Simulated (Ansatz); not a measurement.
Base system: Sr in the fcc (Cu type) structure (space group Fm-3m, No. 225; a = 6.100 Å).

The other end (x = 1) is Mg in the fcc (Cu type) structure (space group Fm-3m, No. 225; a model cell, its experimental status unchecked): 22.73 Å³/atom, gap zero; this end may not be an ambient phase.

The values are results of r2SCAN (Ansatz, a quantum-chemistry and plane-wave program), scalar-relativistic without spin-orbit coupling, not measurements.

Mg replaces a fraction x of Sr; each row is one arrangement (x, atoms in the cell, starting space group or random), fully relaxed.

One change was made to it. Results:

The volume per atom decreases by 9.82 Å³ to 46.92 Å³; the band gap stays zero.

Which change produced these results?
A. x(Mg) = 0.25, 4 atoms, R-3m
B. x(Mg) = 0.25, 4 atoms, Pmmm
C. x(Mg) = 0.5, 2 atoms, R-3m

B, x(Mg) = 0.25, 4 atoms, Pmmm. For comparison, the volume per atom in the other runs: x(Mg) = 0.5, 2 atoms, R-3m gives 40.12 Å³; x(Mg) = 0.25, 4 atoms, R-3m gives 48.89 Å³.

These are small ordered cells, not random alloys; other orderings at the same x differ. Stability against distortions was not tested. Under x(Mg) = 0.25, 4 atoms, Pmmm the cell changed shape so far that it is another structure. This is not the structure that Mg has at room temperature and ambient pressure.
